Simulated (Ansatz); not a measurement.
The structure below was relaxed with Kohn–Sham DFT with the PBE functional, run in Ansatz (an electronic-structure program) with PAW and 420 eV plane waves, no SOC, at pressure −2 GPa.

```
CELL_PARAMETERS angstrom
      2.82710     0.00000     0.00000
     -1.41355     2.44834     0.00000
      0.00000     0.00000     5.38782
ATOMIC_POSITIONS crystal
  N  0.00000 0.00000 0.00000
  W  0.33333 0.66667 0.26885
  W  0.66667 0.33333 0.73115
```

Question: Find the space group and the Wyckoff positions.

Answer: Space group P-3m1 (No. 164); a = b = 2.827 Å, c = 5.388 Å, α = β = 90.00°, γ = 120.00°

```tsv
atom	site	symmetry	x	y	z
N	1a	-3m.	0.0000	0.0000	0.0000
W	2d	3m.	0.3333	0.6667	0.2689
```

Question: Describe the coordination.

Answer: The crystal has 3 atoms in its conventional cell. Cell: a = b = 2.827 Å, c = 5.388 Å, α = β = 90.00°, γ = 120.00°. N is coordinated by 6 W at 2.182 Å (octahedral). W sees 3 N at 2.182 Å (trigonal pyramidal). (Neighbours: up to the widest gap in distance over summed covalent radii, below 1.35, at either atom; cation-cation and far metal-metal contacts left out.)

Load acts through the strain it causes; cell and atoms are relaxed under it. Whether these cells are dynamically stable was not tested. All final runs are without spin polarisation. The cell was made from W₂N in the anti-CdI2 type structure (space group P-3m1, No. 164; a hypothetical phase, not in the database extracts checked) by this change: pressure −2 GPa.
